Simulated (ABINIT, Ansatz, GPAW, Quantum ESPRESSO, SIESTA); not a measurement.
**Ta (Im-3m, 1 atom in the cell) computed with different codes at matched settings**

Self-consistent single point.

```
Ta
1.0
   -1.67793     1.67793     1.67793
    1.67793    -1.67793     1.67793
    1.67793     1.67793    -1.67793
Ta
1
Direct
  0.00000   0.00000   0.00000
```

Shared settings, as Ansatz (a first-principles code) writes them: kpoints.mp_grid.grid = 18 18 18; scf.occupations.method = fermi_dirac; scf.occupations.width = 0.136 eV. Potentials and cutoffs stand in the table.

```
code                                                                                                                                      model  pressure (GPa)       cutoff
----------------  -----------------------------------------------------------------------------------------------------------------------------  --------------  -----------
GPAW                                                                                      PBEsol, GPAW PAW datasets PBEsol (made by gpaw-setup)          -11.71       600 eV
ABINIT                                                                                       PBEsol, PAW (JTH v2.0 PBE PAW, files made for PBE)          -12.11        20 Ha
Quantum ESPRESSO                                                                            PBEsol, SSSP 1.1.2 precision (PBE) pseudopotentials          -12.19        50 Ry
Ansatz                                                                                                  PBEsol, default PAW files made with PBE          -12.02      default
SIESTA            GGA PBEsol, numerical atomic orbitals DZP, PseudoDojo PBEsol standard norm-conserving potentials (rewritten from UPF to PSML)          -14.74  grid 350 Ry
```

On Ansatz's run: spin-orbit coupling is off. Spin polarisation is off.

The spread over the programs that give each value: pressure within 3.03 GPa.

SIESTA uses small atom-centred bases, whose incompleteness enters pressures, forces and empty levels differently from a plane-wave cutoff. Ansatz's pressure is given at a fixed set of plane waves, as the other plane-wave codes print theirs; with its correction for the finite basis it is -11.98 GPa. In the pressure, SIESTA (by 2.68) lies more than 1 GPa from the median of the plane-wave programs.

The starting cell comes from a database of computed structures (which also holds hypothetical and non-ambient phases and stackings), without a prior relaxation at this level. Its lattice was rescaled by a random factor within 2.5 % of one.

Left out of this page: Elk and FLEUR (not drawn, or without a comparable value).

Keys are those of Ansatz 0.2.
